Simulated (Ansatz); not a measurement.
Levels about the gap of amorphous silicon oxynitride (Si54O48N40) (142 atoms in a cell of 1717 Å³, 2.75 g/cm³; zone centre alone, so wide bands show as single levels with stretches between that a denser mesh fills), at the geometry that PBE relaxed, where it gives 3.4 GPa on a denser mesh. The participation number counts the atoms over which a state spreads; weights are charges in smoothed Voronoi cells. The levels come from a single point, so bond lengths are those of that geometry. Method of the levels: PBE, scalar-relativistic without spin-orbit coupling (Ansatz, an electronic-structure program). Sampling: the zone centre alone; Fermi-Dirac width 0.01 eV; collinear spin, started from moments on atoms (at the end a net moment of 2.0 μB). In the spin-polarised cell the level spacing at the Fermi energy can part levels of unlike spin. At PBE the levels at both edges of the gap are localised (band-tail or defect states), and the nearest spread-out levels lie 4.0 eV apart at the zone centre.

It comes from a melt-quench run on a machine-learned potential (CHGNet), relaxed afterwards by DFT. O and N atoms were pushed apart under 1.9 Å during the dynamics, to hinder bonds among them. The hot cell started wider than the set density and was brought back towards it in steps. It is the lowest in DFT energy of 4 quenches. It is a model cell: composition and starting density were chosen by hand, and all elements were melted together. No dispersion term was used. A short ab initio anneal came between quench and relaxation. Its density started from a set value of 2.75 and ended at 2.75 g/cm³. The quench (nominally 300 K/ps over its main leg) was far faster than any real one, so the model tends to hold more defects than a real film. One small periodic cell is one sample of the glass; other quenches scatter about these values. The volume was held where the preparation left it and the shape relaxed, at a PBE pressure of 3.4 GPa. Stress components on the final sampling reach 3.4 GPa.

```json
[
 {"E - E(highest filled), eV": "-1.10", "filling": "filled", "spin": "dn", "participation number": "3.3", "largest on": "N, 2 neighbours", "weight N": "0.80", "weight Si": "0.14", "weight O": "0.05"},
 {"E - E(highest filled), eV": "-0.94", "filling": "filled", "spin": "up", "participation number": "4.1", "largest on": "N, 2 neighbours", "weight N": "0.74", "weight Si": "0.17", "weight O": "0.09"},
 {"E - E(highest filled), eV": "-0.94", "filling": "filled", "spin": "dn", "participation number": "3.8", "largest on": "N, 2 neighbours", "weight N": "0.76", "weight Si": "0.16", "weight O": "0.09"},
 {"E - E(highest filled), eV": "-0.93", "filling": "filled", "spin": "up", "participation number": "5.5", "largest on": "Si, 2 neighbours", "weight N": "0.43", "weight Si": "0.46", "weight O": "0.10"},
 {"E - E(highest filled), eV": "-0.93", "filling": "filled", "spin": "dn", "participation number": "5.2", "largest on": "Si, 2 neighbours", "weight N": "0.42", "weight Si": "0.48", "weight O": "0.10"},
 {"E - E(highest filled), eV": "-0.23", "filling": "filled", "spin": "up", "participation number": "3.1", "largest on": "N, 2 neighbours", "weight N": "0.87", "weight Si": "0.09", "weight O": "0.04"},
 {"E - E(highest filled), eV": "0.00", "filling": "filled", "spin": "up", "participation number": "3.7", "largest on": "Si, 3 neighbours", "weight N": "0.24", "weight Si": "0.57", "weight O": "0.18"},
 {"E - E(highest filled), eV": "1.11", "filling": "empty", "spin": "dn", "participation number": "2.9", "largest on": "N, 2 neighbours", "weight N": "0.85", "weight Si": "0.11", "weight O": "0.03"},
 {"E - E(highest filled), eV": "1.61", "filling": "empty", "spin": "dn", "participation number": "4.6", "largest on": "Si, 3 neighbours", "weight N": "0.23", "weight Si": "0.58", "weight O": "0.19"},
 {"E - E(highest filled), eV": "2.07", "filling": "empty", "spin": "up", "participation number": "12.4", "largest on": "Si, 3 neighbours", "weight N": "0.25", "weight Si": "0.55", "weight O": "0.20"},
 {"E - E(highest filled), eV": "2.08", "filling": "empty", "spin": "dn", "participation number": "11.2", "largest on": "Si, 3 neighbours", "weight N": "0.25", "weight Si": "0.56", "weight O": "0.19"},
 {"E - E(highest filled), eV": "2.36", "filling": "empty", "spin": "up", "participation number": "21.6", "largest on": "Si, 2 neighbours", "weight N": "0.23", "weight Si": "0.50", "weight O": "0.26"},
 {"E - E(highest filled), eV": "2.40", "filling": "empty", "spin": "dn", "participation number": "21.0", "largest on": "Si, 2 neighbours", "weight N": "0.22", "weight Si": "0.52", "weight O": "0.26"},
 {"E - E(highest filled), eV": "2.63", "filling": "empty", "spin": "up", "participation number": "11.7", "largest on": "Si, 2 neighbours", "weight N": "0.26", "weight Si": "0.56", "weight O": "0.19"}
]
```

Most localised among these is the empty level at +1.11 eV, on a N atom, which has 2 neighbours (N 1.37 Å, Si 1.76 Å).
